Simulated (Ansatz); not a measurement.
## Ga2O3: band gap against strain

Ga2O3 (corundum, R-3c, 9.707 Å³/atom at rest, c along z) under a strain ε along c (axis z), the other axes held. PBEsol in Ansatz, a plane-wave DFT program (PAW, default set), 420 eV, 8×8×8 Γ-centred mesh, Fermi-Dirac smearing 0.05 eV; ions are relaxed within the symmetry of each cell. Gaps are the smallest over the k-mesh and a band path, without spin-orbit coupling; in all rows the valence edge lies at about 0.4 Å⁻¹ from Γ and the conduction edge at Γ.

Here s stands for strain and Eg for gap.

```csv
strain (%),gap (eV)
-3.00,?
-2.25,2.89
-1.50,2.83
-0.75,2.77
0.00,2.70
```

**Question.** Fit Eg against s with a straight line, and predict the withheld value at s = -3.00.

**Answer.** Means: s -1.1250, Eg 2.798. About the means, the sum of products is -0.23625 and the sum of squares of s is 2.8125; the slope is their ratio. Least squares gives Eg = 2.703 - 0.0840·s. Residuals (row less fit): -0.002, 0.001, 0.004, -0.003; standard error 0.004 (degrees of freedom: 2). Over these rows the gap moves by -8.4 ± 0.2 eV per unit strain. At the withheld row, Eg = 2.703 - 0.0840 × (-3.00) = 2.955 eV. The calculation gives 2.94 eV, 0.015 eV below the prediction (6.3 % of the range of Eg in the table). The row lies outside the fitted rows, so this is an extrapolation. The fitted rows scatter only by rounding.

Ga2O3 is here the metastable α form; monoclinic β is stable. Rows are the converged runs of the series near zero and its far end; series whose fitted rows scatter by over a few per cent of the range, as at a crossing or softening among them, aren't shown in this form. Most that stay on the fit to the last digits aren't either.
